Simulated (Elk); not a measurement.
Worked example: self-consistent single point of SbAs (R3m, 2 atoms in the cell) in Elk

Method: PBEsol, all-electron FP-LAPW, Elk's shipped species files, default APW+lo basis (Elk 10.2.4).

Input:

```
tasks
  0

xctype
  22

rmtscf
  0.97

swidth
  0.00367493

maxscl
  100

scale
  1.889726125

avec
    2.0327150989    1.1735888400    3.7165929272
   -2.0327150989    1.1735888400    3.7165929272
    0.0000000000   -2.3471769887    3.7165931455

sppath
  './'

atoms
  2
  'Sb.in'
  1
  0.2291000000  0.2291000000  0.2291000000    0.0 0.0 0.0
  'As.in'
  1
  0.7708970000  0.7708970000  0.7708970000    0.0 0.0 0.0

ngridk
  7 7 7
```

Output, abridged:

```
│ Elk code version 10.2.4 │

All units are atomic (Hartree, Bohr, etc.)

│ Ground-state run starting from atomic densities │

Lattice vectors :
   3.841274827       2.217761491       7.023342751
  -3.841274827       2.217761491       7.023342751
   0.000000000      -4.435521676       7.023343163

Unit cell volume      :    358.9924006
Brillouin zone volume :   0.6909622963

Muffin-tin inner radius fraction :   0.1000000000E-01

Nuclei treated as point charges

Species :    1 (Sb)
 parameters loaded from : Sb.in
 name : antimony
 nuclear charge    :   -51.00000000
 electronic charge :    51.00000000
 atomic mass :    221954.9019
 muffin-tin radius :    2.522000000
 number of radial points in muffin-tin :    597
 atomic positions (lattice), magnetic fields (Cartesian) :
   1 :   0.00000000  0.00000000  0.00000000    0.00000000  0.00000000  0.00000000

Species :    2 (As)
 parameters loaded from : As.in
 name : arsenic
 nuclear charge    :   -33.00000000
 electronic charge :    33.00000000
 atomic mass :    136573.7219
 muffin-tin radius :    2.328000000
 number of radial points in muffin-tin :    497
 atomic positions (lattice), magnetic fields (Cartesian) :
   1 :   0.54179700  0.54179700  0.54179700    0.00000000  0.00000000  0.00000000

Total number of atoms per unit cell :    2

Spin treatment :
 spin-unpolarised

Number of Bravais lattice symmetries :   12
Number of crystal symmetries         :    6
Crystal has no inversion symmetry
Complex Hermitian eigensolver will be used

k-point grid :      7     7     7
k-point offset :    0.000000000       0.000000000       0.000000000
k-point set is reduced with full crystal symmetry group
Total number of k-points :       84

Muffin-tin radius times maximum |G+k| :    7.000000000
 using average radius
Maximum |G+k| for APW functions       :    2.886597938
Maximum (1/2)|G+k|²                   :    4.166223828
Maximum |G| for potential and density :    12.00000000
 potential will be trimmed for |G| > 2 gkmax
Constant for pseudocharge density :    8
Radial integration step length :    4

G-vector grid sizes :     32    32    32
Number of G-vectors :    10497

Maximum angular momentum used for
 APW functions                      :    8
 outer part of muffin-tin           :    6
 inner part of muffin-tin           :    1

Total nuclear charge    :   -84.00000000
Total core charge       :    54.00000000
Total valence charge    :    30.00000000
Total excess charge     :    0.000000000
Total electronic charge :    84.00000000

Effective Wigner radius, rₛ :    1.006713254

Number of empty states         :    8
Total number of valence states :   23
Total number of core states    :   54

Total number of local-orbitals :   30

Exchange-correlation functional :     22     0     0
 PBEsol, Phys. Rev. Lett. 100, 136406 (2008)
 gradient requirement :    1
 generalised gradient approximation (GGA)

Smearing type :    3
 Fermi-Dirac
Smearing width :   0.3674930000E-02
Effective electronic temperature (K) :    1160.451112

Mixing type :    3
 Broyden mixing, J. Phys. A: Math. Gen. 17, L317 (1984)

Kohn-Sham potential initialised from atomic data

│ Self-consistent loop started │
│ Loop number : 1 │
 total energy                :     -8746.67809407
│ Loop number : 2 │
 total energy                :     -8746.65280300
RMS change in Kohn-Sham potential (target) :   0.1212753782     (  0.1000000000E-05)
Absolute change in total energy (target)   :   0.2529106737E-01 (  0.1000000000E-03)
│ Loop number : 3 │
 total energy                :     -8746.44548124
RMS change in Kohn-Sham potential (target) :   0.1172392827     (  0.1000000000E-05)
Absolute change in total energy (target)   :   0.2136445265     (  0.1000000000E-03)
│ Loop number : 4 │
 total energy                :     -8743.66425824
RMS change in Kohn-Sham potential (target) :   0.6337103301E-01 (  0.1000000000E-05)
Absolute change in total energy (target)   :    2.834634132     (  0.1000000000E-03)
│ Loop number : 5 │
 total energy                :     -8741.54341069
RMS change in Kohn-Sham potential (target) :   0.2152914774E-01 (  0.1000000000E-05)
Absolute change in total energy (target)   :    2.829506084     (  0.1000000000E-03)
│ Loop number : 6 │
 total energy                :     -8740.71356937
RMS change in Kohn-Sham potential (target) :   0.5309427705E-02 (  0.1000000000E-05)
Absolute change in total energy (target)   :    1.537217843     (  0.1000000000E-03)
│ Loop number : 7 │
 total energy                :     -8740.44047988
RMS change in Kohn-Sham potential (target) :   0.1265317121E-03 (  0.1000000000E-05)
Absolute change in total energy (target)   :   0.6573939494     (  0.1000000000E-03)
│ Loop number : 8 │
 total energy                :     -8740.43734315
RMS change in Kohn-Sham potential (target) :   0.5511411725E-04 (  0.1000000000E-05)
Absolute change in total energy (target)   :   0.1674852163     (  0.1000000000E-03)
│ Loop number : 9 │
 total energy                :     -8740.43522602
RMS change in Kohn-Sham potential (target) :   0.1879077801E-04 (  0.1000000000E-05)
Absolute change in total energy (target)   :   0.4398843643E-01 (  0.1000000000E-03)
│ Loop number : 10 │
 total energy                :     -8740.43454059
RMS change in Kohn-Sham potential (target) :   0.1021894105E-04 (  0.1000000000E-05)
Absolute change in total energy (target)   :   0.1168253465E-01 (  0.1000000000E-03)
│ Loop number : 11 │
 total energy                :     -8740.43400814
RMS change in Kohn-Sham potential (target) :   0.2786299058E-05 (  0.1000000000E-05)
Absolute change in total energy (target)   :   0.3453087244E-02 (  0.1000000000E-03)
│ Loop number : 12 │
 total energy                :     -8740.43406510
RMS change in Kohn-Sham potential (target) :   0.6910686435E-06 (  0.1000000000E-05)
Absolute change in total energy (target)   :   0.8063069417E-03 (  0.1000000000E-03)
│ Loop number : 13 │
 total energy                :     -8740.43408517
RMS change in Kohn-Sham potential (target) :   0.2508835624E-06 (  0.1000000000E-05)
Absolute change in total energy (target)   :   0.1815051128E-03 (  0.1000000000E-03)
│ Loop number : 14 │
 total energy                :     -8740.43409442
RMS change in Kohn-Sham potential (target) :   0.5146760838E-07 (  0.1000000000E-05)
Absolute change in total energy (target)   :   0.3613010085E-04 (  0.1000000000E-03)
Convergence targets achieved

│ Loop number : 15 │

Energies :
 Fermi                       :     0.229490649956
 sum of eigenvalues          :     -5229.49961835
 electron kinetic            :      9147.77216519
 core electron kinetic       :      8818.45897343
 Coulomb                     :     -17637.9940703
 Coulomb potential           :     -14048.6306709
 nuclear-nuclear             :     -768.952198292
 electron-nuclear            :     -19689.4530732
 Hartree                     :      2820.41120118
 Madelung                    :     -10613.6787349
 xc potential                :     -328.641112683
 exchange                    :     -245.289291354
 correlation                 :     -4.92259767318
 electron entropic           :    -0.302307289330E-03
 total energy                :     -8740.43409648

Density of states at Fermi energy :    6.640123911
 (states/Hartree/unit cell)

Estimated indirect band gap :   0.3191704331E-02
 from k-point     78 to k-point      4
Estimated direct band gap   :   0.2068917654E-01
 at k-point     80

Charges :
 core                        :    54.00000000
 valence                     :    30.00000000
 interstitial                :    4.087947364
 muffin-tins (core leakage)
  species :    1 (Sb)
   atom    1                 :    48.72848788     (  0.1191054243E-02)
  species :    2 (As)
   atom    1                 :    31.18356476     (  0.2213450340E-03)
 total in muffin-tins        :    79.91205264
 total calculated charge     :    83.98822910
 total charge                :    84.00000000
 error                       :   0.1177090434E-01

│ Self-consistent loop stopped │
```

The run converged in 15 iterations. The count includes the last loop, which Elk runs after its targets are met.

The starting cell comes from a database of computed structures (which also holds hypothetical and non-ambient phases and stackings), without a prior relaxation at this level. Spin-orbit coupling is off. Values depend on the basis (sphere radii, cutoffs, local orbitals), which need not be converged. The run gives no clean gap (levels at the Fermi energy touch, overlap or are partly filled at this smearing), which alone does not show that the compound is a metal. The log's line on a gap gives a spacing of levels on this mesh, which the program prints for metals too.
